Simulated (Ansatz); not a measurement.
Input:

```yaml
crystal:
  lattice:
    - [-1.59264, 1.59264, 3.84770]
    - [1.59264, -1.59264, 3.84770]
    - [1.59264, 1.59264, -3.84770]
  atoms:
    - { symbol: Si, position: [0.66552, 0.66552, 0.00000] }
    - { symbol: Si, position: [0.33448, 0.33448, 0.00000] }
    - { symbol: W, position: [0.00000, 0.00000, 0.00000] }
```

No spin polarisation.

Computed with Ansatz (a quantum-chemistry and plane-wave program) LDA, without spin-orbit coupling. k-mesh 25×25×25 (Γ-centred); smearing 0.1 eV (Fermi–Dirac).

Q: Predict the stress and band gap.

A: 
- Stress (xx, yy, zz, yz, xz, xy; compression positive): (1.1, 1.1, 6.0, 0.0, 0.0, 0.0) GPa
- Band gap: zero

The cells carry an imposed strain or load. Stability against distortions was not tested. All final runs are without spin polarisation. The cell was made from WSi$_{2}$ (space group I4/mmm, No. 139) by this change: uniaxial strain ε_zz = −1.00 %.
